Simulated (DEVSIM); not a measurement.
Device: abrupt Si p-n junction, at 300 K.

| layer (left to right) | material | thickness (μm) | Nd (cm⁻³) | Na (cm⁻³) | τn (s) | τp (s) |
|---|---|---|---|---|---|---|
| 1 | Si | 11.0 | - | 8.8e16 | 9.4e-7 | 9.4e-7 |
| 2 | Si | 57.0 | 2.3e16 | - | 9.4e-7 | 9.4e-7 |

Left contact: ohmic. Right contact: ohmic. Voltage is applied to the left contact. Recombination: SRH at mid-gap. Mobility is μmin + (μ − μmin)/(1 + (N/Nref)^α).

This is a model device: material constants are rounded textbook-type values typed into the input, and sizes, dopings and lifetimes were drawn at random. Values at 300 K.

```tsv
parameter	Si
gap (eV)	1.124
affinity (eV)	4.05
permittivity	11.7
Nc (cm⁻³)	2.86e19
Nv (cm⁻³)	3.1e19
μn (cm²/Vs)	1417
μp (cm²/Vs)	470
μn,min	52
μp,min	45
Nref,n	9.7e16
Nref,p	2.2e17
αn	0.68
αp	0.72
```

DEVSIM, 1D drift-diffusion, Boltzmann statistics, complete ionisation; no tunnelling, impact ionisation, image-force lowering or self-heating.

### Question
Give the dark reverse current.

### Answer

```json
[
 {"V (V)": "-0.04", "J (A/cm²)": "-1.2e-9"},
 {"V (V)": "-0.10", "J (A/cm²)": "-2.3e-9"},
 {"V (V)": "-0.20", "J (A/cm²)": "-3.9e-9"},
 {"V (V)": "-0.30", "J (A/cm²)": "-5.3e-9"},
 {"V (V)": "-0.40", "J (A/cm²)": "-6.6e-9"},
 {"V (V)": "-0.60", "J (A/cm²)": "-8.9e-9"},
 {"V (V)": "-0.80", "J (A/cm²)": "-1.1e-8"},
 {"V (V)": "-1.00", "J (A/cm²)": "-1.3e-8"},
 {"V (V)": "-1.30", "J (A/cm²)": "-1.6e-8"},
 {"V (V)": "-1.60", "J (A/cm²)": "-1.8e-8"},
 {"V (V)": "-2.00", "J (A/cm²)": "-2.1e-8"}
]
```
